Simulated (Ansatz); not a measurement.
# YN under a change: isotropic strain +1.50 %

Take YN in the rock salt structure (space group Fm-3m, No. 225; a = 4.906 Å) as the base.

Perturbation: every lattice vector is stretched by 1.50 %; the atoms relax in the strained cell.

Calculations: PBE, PAW, 420 eV (Ansatz, a quantum-chemistry and plane-wave program; no spin-orbit coupling). Γ-centred 12×12×12 mesh, Fermi–Dirac width 0.05 eV.

| quantity | base | changed | shift |
|---|---|---|---|
| volume per atom | 14.76 Å³ | 15.43 Å³ | +0.67 Å³ |
| space group | Fm-3m (No. 225) | Fm-3m (No. 225) | – |
| shortest interatomic distance | 2.453 Å | 2.490 Å | +0.037 Å |
| energy relative to the base (free energy F) | 0 meV/atom | +14 meV/atom | +14 meV/atom |
| pressure | 0.00 GPa | -6.47 GPa | -6.47 GPa |
| band gap | 0.21 eV | 0.28 eV | +0.07 eV |
| gap character | indirect, Γ → X | indirect, Γ → X | – |
| smallest direct gap | 0.61 eV | 0.71 eV | +0.10 eV |
| mean gap deformation potential ΔEg/Δln V | – | +1.6 eV | – |
| electron mass | 1.3 mₑ along k, 0.11 mₑ across (at X) | 1.3 mₑ along k, 0.13 mₑ across (at X) | – |

Final structure:

```yaml
crystal:
  lattice:
    - [0.00000, 2.48971, 2.48971]
    - [2.48971, 0.00000, 2.48971]
    - [2.48971, 2.48971, 0.00000]
  atoms:
    - { symbol: Y, position: [0.00000, 0.00000, 0.00000] }
    - { symbol: N, position: [0.50000, 0.50000, 0.50000] }
```

Effective masses come from finite differences of ±0.01 Å⁻¹. Along k means along the line from Γ to the band edge. No phonon test of stability was made. A zero or small gap of YN can be the functional's error rather than a property of the material.
